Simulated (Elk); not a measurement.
# Input and output of a self-consistent single point for LaFeSi (P4/nmm, 6 atoms in the cell) (Elk)

Computed with LDA (PW92), all-electron FP-LAPW, Elk's shipped species files, default APW+lo basis (Elk).

This input was run:

```
tasks
  0

xctype
  3

spinpol
  .true.

reducebf
  0.7

rgkmax
  7.0

rmtscf
  0.91

nempty
  12

stype
  0

swidth
  0.00999582

scale
  7.703784131

avec
    1.0000000000    0.0000000000    0.0000000000
    0.0000000000    1.0000000000    0.0000000000
    0.0000000000    0.0000000000    1.7646116300

sppath
  'species/'

atoms
  3   : nspecies
  'La.in'   : spfname
  2   : natoms; atposl, bfcmt below
  0.5000000000  0.0000000000  0.6881300000    0.0 0.0 0.0
  0.0000000000  0.5000000000  0.3118700000    0.0 0.0 0.0
  'Fe.in'   : spfname
  2   : natoms; atposl, bfcmt below
  0.0000000000  0.0000000000  0.0000000000    0.0 0.0 -4.0
  0.5000000000  0.5000000000  0.0000000000    0.0 0.0 -4.0
  'Si.in'   : spfname
  2   : natoms; atposl, bfcmt below
  0.5000000000  0.0000000000  0.1656700000    0.0 0.0 0.0
  0.0000000000  0.5000000000  0.8343300000    0.0 0.0 0.0

ngridk
  5 5 3
```

Output (repeated stretches shortened):

```
│ Elk code version 10.2.4 │

All units are atomic (Hartree, Bohr, etc.)

│ Ground-state run starting from atomic densities │

Lattice vectors :
   7.703784131       0.000000000       0.000000000
   0.000000000       7.703784131       0.000000000
   0.000000000       0.000000000       13.59418707

Unit cell volume      :    806.7917558
Brillouin zone volume :   0.3074525882

Muffin-tin inner radius fraction :   0.1000000000E-01

Nuclei treated as point charges

Species :    1 (La)
 parameters loaded from : La.in
 name : lanthanum
 nuclear charge    :   -57.00000000
 electronic charge :    57.00000000
 atomic mass :    253209.2364
 muffin-tin radius :    2.548000000
 number of radial points in muffin-tin :    697
 atomic positions (lattice), magnetic fields (Cartesian) :
   1 :   0.25000000  0.25000000  0.18813000    0.00000000  0.00000000  0.00000000
   2 :  -0.25000000 -0.25000000 -0.18813000    0.00000000  0.00000000  0.00000000

Species :    2 (Fe)
 parameters loaded from : Fe.in
 name : iron
 nuclear charge    :   -26.00000000
 electronic charge :    26.00000000
 atomic mass :    101799.2074
 muffin-tin radius :    2.184000000
 number of radial points in muffin-tin :    497
 atomic positions (lattice), magnetic fields (Cartesian) :
   1 :  -0.25000000  0.25000000  0.50000000    0.00000000  0.00000000 -4.00000000
   2 :   0.25000000 -0.25000000  0.50000000    0.00000000  0.00000000 -4.00000000

Species :    3 (Si)
 parameters loaded from : Si.in
 name : silicon
 nuclear charge    :   -14.00000000
 electronic charge :    14.00000000
 atomic mass :    51196.73454
 muffin-tin radius :    2.002000000
 number of radial points in muffin-tin :    397
 atomic positions (lattice), magnetic fields (Cartesian) :
   1 :   0.25000000  0.25000000 -0.33433000    0.00000000  0.00000000  0.00000000
   2 :  -0.25000000 -0.25000000  0.33433000    0.00000000  0.00000000  0.00000000

Total number of atoms per unit cell :    6

   [... lines left out ...]
Maximum |G| for potential and density :    12.00000000
 potential will be trimmed for |G| > 2 gkmax
Constant for pseudocharge density :    8
Radial integration step length :    4

G-vector grid sizes :     30    30    54
Number of G-vectors :    23491

Maximum angular momentum used for
 APW functions                      :    8
 outer part of muffin-tin           :    6
 inner part of muffin-tin           :    1

Total nuclear charge    :   -194.0000000
Total core charge       :    132.0000000
Total valence charge    :    62.00000000
Total excess charge     :    0.000000000
Total electronic charge :    194.0000000

Effective Wigner radius, rₛ :   0.9976013714

Number of empty states         :   72
Total number of valence states :  206
Total number of core states    :  132

Total number of local-orbitals :   70

Exchange-correlation functional :      3     0     0
 Perdew-Wang/Ceperley-Alder, Phys. Rev. B 45, 13244 (1992)
 gradient requirement :    0
 local density approximation (LDA)

Smearing type :    0
 Gaussian
Smearing width :   0.9995820000E-02
Effective electronic temperature (K) :    3156.430308

Mixing type :    3
 Broyden mixing, J. Phys. A: Math. Gen. 17, L317 (1984)

Kohn-Sham potential initialised from atomic data
│ Self-consistent loop started │
│ Loop number : 1 │
 total energy                :     -20148.0262914
 total moment                :    2.927305692
│ Loop number : 2 │
 total energy                :     -20143.4782264
 total moment                :    3.106311333
RMS change in Kohn-Sham potential (target) :   0.4161585595     (  0.1000000000E-05)
Absolute change in total energy (target)   :    4.548064960     (  0.1000000000E-03)
│ Loop number : 3 │
 total energy                :     -20139.6170470
 total moment                :    3.099177439
RMS change in Kohn-Sham potential (target) :   0.3625140896     (  0.1000000000E-05)
Absolute change in total energy (target)   :    4.998195703     (  0.1000000000E-03)
│ Loop number : 4 │
 total energy                :     -20136.2559171
 total moment                :    2.817663455
RMS change in Kohn-Sham potential (target) :   0.3471672715     (  0.1000000000E-05)
Absolute change in total energy (target)   :    4.610678849     (  0.1000000000E-03)
│ Loop number : 5 │
 total energy                :     -20104.3349424
   [... lines left out ...]
RMS change in Kohn-Sham potential (target) :   0.6107518472E-05 (  0.1000000000E-05)
Absolute change in total energy (target)   :   0.7061150391E-03 (  0.1000000000E-03)
│ Loop number : 30 │
 total energy                :     -20101.8851911
 total moment                :   0.6660519989E-04
RMS change in Kohn-Sham potential (target) :   0.1484697562E-05 (  0.1000000000E-05)
Absolute change in total energy (target)   :   0.1709201351E-03 (  0.1000000000E-03)
│ Loop number : 31 │
 total energy                :     -20101.8851081
 total moment                :   0.1189116425E-03
RMS change in Kohn-Sham potential (target) :   0.3250902726E-06 (  0.1000000000E-05)
Absolute change in total energy (target)   :   0.1257229378E-03 (  0.1000000000E-03)
│ Loop number : 32 │
 total energy                :     -20101.8851134
 total moment                :  -0.3045284179E-04
RMS change in Kohn-Sham potential (target) :   0.3085064867E-06 (  0.1000000000E-05)
Absolute change in total energy (target)   :   0.2611842137E-04 (  0.1000000000E-03)
Convergence targets achieved

│ Loop number : 33 │

Energies :
 Fermi                       :     0.339013856811
 sum of eigenvalues          :     -12251.4305927
 electron kinetic            :      21322.3311099
 core electron kinetic       :      20919.3981446
 Coulomb                     :     -40881.7203773
 Coulomb potential           :     -32854.6244956
 nuclear-nuclear             :     -1721.93186012
 electron-nuclear            :     -45464.9525387
 Hartree                     :      6305.16402158
 Madelung                    :     -24454.4081295
 xc potential                :     -719.137206964
 xc effective B-field        :    -0.217477252511E-09
 external B-field            :      0.00000000000
 exchange                    :     -524.832580140
 correlation                 :     -17.6632317519
 total energy                :     -20101.8850793
 (external B-field energy excluded from total)

Density of states at Fermi energy :    159.3236970
 (states/Hartree/unit cell)

Estimated indirect band gap :   0.3008427716E-02
 from k-point     12 to k-point      2
Estimated direct band gap   :   0.5993076313E-02
 at k-point      1

Charges :
 core                        :    132.0000000
 valence                     :    62.00000000
 interstitial                :    12.88462272
 muffin-tins (core leakage)
  species :    1 (La)
   atom    1                 :    54.04821600     (  0.8680303815E-03)
   atom    2                 :    54.04821600     (  0.8680303815E-03)
  species :    2 (Fe)
   atom    1                 :    24.70411927     (  0.4707345624E-11)
   atom    2                 :    24.70411927     (  0.4707345624E-11)
  species :    3 (Si)
   atom    1                 :    11.80535337     (  0.3780494557E-02)
   atom    2                 :    11.80535337     (  0.3780494557E-02)
 total in muffin-tins        :    181.1153773
 total calculated charge     :    193.9910781
 total charge                :    194.0000000
 error                       :   0.8921897659E-02

Moments :
 interstitial                :  -0.1020057129E-04
 muffin-tins
  species :    1 (La)
   atom    1                 :  -0.2484348230E-05
   atom    2                 :  -0.2484348230E-05
  species :    2 (Fe)
   atom    1                 :   0.7501899946E-04
   atom    2                 :   0.7501899946E-04
  species :    3 (Si)
   atom    1                 :  -0.2863615435E-05
   atom    2                 :  -0.2863615435E-05
 total in muffin-tins        :   0.1393420716E-03
 total moment                :   0.1291415003E-03

│ Self-consistent loop stopped │
```

The run converged in 33 iterations. The count includes the last loop, which Elk runs after its targets are met.

The starting cell comes from a database of computed structures (which also holds hypothetical and non-ambient phases and stackings), without a prior relaxation at this level. Its lattice was rescaled by a random factor within 2.5 % of one. The starting moments vanished: the run ended non-magnetic, which need not be the lowest state. Values depend on the basis (sphere radii, cutoffs, local orbitals), which need not be converged. The log's line on a gap gives a spacing of levels on this mesh, which the program prints for metals too.

Cost on one core of a shared machine: roughly 2 min.
